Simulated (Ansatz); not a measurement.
An Ansatz (a first-principles code) run: KTaO3 with a change (pressure 0.7 GPa); PBE in Ansatz (plane waves to 420 eV, PAW, scalar-relativistic without spin-orbit coupling).

Input:

Ansatz 0.2 input:
```yaml
crystal:
  lattice:
    - [4.0223506701, 0, 0]
    - [0, 4.0223506701, 0]
    - [0, 0, 4.0223506701]
  atoms:
    - { symbol: K, position: [0, 0, 0] }
    - { symbol: Ta, position: [0.5, 0.5, 0.5] }
    - { symbol: O, position: [0.5, 0, 0.5] }
    - { symbol: O, position: [0, 0.5, 0.5] }
    - { symbol: O, position: [0.5, 0.5, 0] }
basis: { ecutwfc: 420, ecutrho_ratio: 4, xc_grid: 2, fft_grid_basis: typed }
kpoints: { mp_grid: { grid: [8, 8, 8] } }
hamiltonian:
  xc: pbe
  dispersion: none
  pseudopotentials: { kind: paw }
scf: { occupations: { method: fermi_dirac, width: 0.05 } }
relax: { f_tol: 0.01, max_steps: 60, cell: { stress_tol: 0.02, p_target: 0.7 } }
output: { forces: true, stress: true }
checkpoint: { write: state.ck, write_every: 1000 }
```

Output (explanatory and most iteration lines left out):

```
Relaxation: its limit of steps is 60 (relax.max_steps)
Pseudopotential: K, paw, valence charge 9
Pseudopotential: Ta, paw, valence charge 13
Pseudopotential: O, paw, valence charge 6
Crystal: 5 atoms, lattice volume = 65.079 Å³
Basis set: ecut = 420 eV, 1309 PW (Γ), exchange–correlation on 54×54×54 points (8 copies of the dense FFT grid, shifted against one another)
Bands: 25, of which v1, the nominal top of the filled ones, is band 20 counted from 1 (19 counted from 0)
Symmetry: 48 space group operations
Space group: Pm-3m (ITA 221), of the structure as read, at distance tolerance 4.0e-5 Å
k-points: 35 of 512
Functional: x = pbe(κ = 0.804, μ = 0.2195149727645171), c = pbe(β = 0.06672455060314922)
SCF iter   1: F=—  HF=-13178.227966 eV  |F-HF|=—  |Δ(HF+E_count)|=         —  Δρ=1.04e-3  dr2=2.45e-4  ethr=1.77e-3  ⟨swp⟩=6.1  Hψ=4326  notcnv=0
SCF iter   2: F=—  HF=-13178.228457 eV  |F-HF|=—  |Δ(HF+E_count)|=   4.90e-4  Δρ=5.26e-4  dr2=6.25e-5  ethr=6.13e-7  ⟨swp⟩=2.0  Hψ=1858  notcnv=0
SCF 1 converged in 6 iterations: F = -13178.229799 eV  dr2 = 1.58e-9
relax step   1: F+E_penalty+E_count = -13178.22979911 eV  Δ(F+E_penalty+E_count) = +0.000e0 eV  max|allowed force component| = 1.704e-29 eV/Å  Δτ_max = 0.0000 Å  P = +0.291 GPa  Ω = 65.079 Å³  (6 SCF iters, dr2 threshold 1.00e-7 eV, accepted)
[... steps on the carried basis left out ...]
relax step   4: F+E_penalty+E_count = -13178.22910729 eV  Δ(F+E_penalty+E_count) = +7.301e-4 eV  max|allowed force component| = 6.587e-30 eV/Å  Δτ_max = 0.0000 Å  P = +0.686 GPa  Ω = 64.944 Å³  stress off target by 1.43e-2 GPa  SCF on the basis re-selected at this cell (its energy is not comparable with the rows above)  (8 SCF iters)
SCF converged after 8 iterations
Free energy (F): -13178.229107 eV
Internal energy: -13178.229107 eV  (E = F + TS)
E sigma→0 (E₀):  -13178.229107 eV
Fermi energy:    9.579535 eV
--- Forces (eV/Å), atoms counted from 1 ---
  atom   1  K      0.00000000    -0.00000000    -0.00000000
  atom   2  Ta     0.00000000     0.00000000    -0.00000000
  atom   3  O      0.00000000     0.00000000     0.00000000
  atom   4  O      0.00000000     0.00000000     0.00000000
  atom   5  O      0.00000000     0.00000000    -0.00000000
--- Stress (GPa, compression-positive) ---
        0.685721      -0.000000       0.000000
       -0.000000       0.685721      -0.000000
        0.000000      -0.000000       0.685721
  P = ⅓ Tr σ = 0.6857 GPa (6.857 kbar)
--- Relaxed structure (3 steps of the walk, 3 accepted, 1 SCFs on fresh bases) ---
  cell:  # Å, volume = 64.9437 Å³
    - [4.019564473924671, 1.2839532962581572e-34, -9.62964972193618e-35]
    - [1.2839532962581572e-34, 4.019564473924671, 0.0]
    - [-1.2839532962581572e-34, 8.024708101613482e-36, 4.019564473924671]
  atoms:
    - { symbol: K, position: [-8.291841210150944e-37, 1.0286870673760235e-37, 7.793083844511718e-39] }
    - { symbol: Ta, position: [0.5, 0.5, 0.5] }
    - { symbol: O, position: [0.5, -8.416530551126481e-38, 0.5] }
    - { symbol: O, position: [3.2419228792655184e-37, 0.5, 0.5] }
    - { symbol: O, position: [0.5, 0.5, 1.5586167687571397e-38] }
```

With Ta present, leaving out spin-orbit coupling can change the band edges. Load acts through the strain it causes; cell and atoms are relaxed under it. Whether these cells are dynamically stable was not tested. The cell was made from KTaO3 in the cubic perovskite structure (space group Pm-3m, No. 221) by this change: pressure 0.7 GPa.
